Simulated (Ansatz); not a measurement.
TiB2 (P6/mmm, relaxed from the AlB2 type); conventional cell a = b = 3.000 Å, c = 3.165 Å, α = β = 90.00°, γ = 120.00°.

The pressure is 5 GPa. The structure is held there; whether it is the stable one at that pressure was not tested.

Task: By how much do the lattice constants and the volume change from 300 K to 925 K (quasi-harmonic approximation, Ansatz, a program for electronic structure, PBEsol functional, plane-wave PAW), and how far does the bulk modulus soften?

Result: a by 0.35 %, c by 0.53 %, the volume by 1.22 %; B_T goes from 274 to 261 GPa. Whether this phase is the stable one at each condition was not tested.

The PAW data sets were generated under PBE and serve the other functionals too.
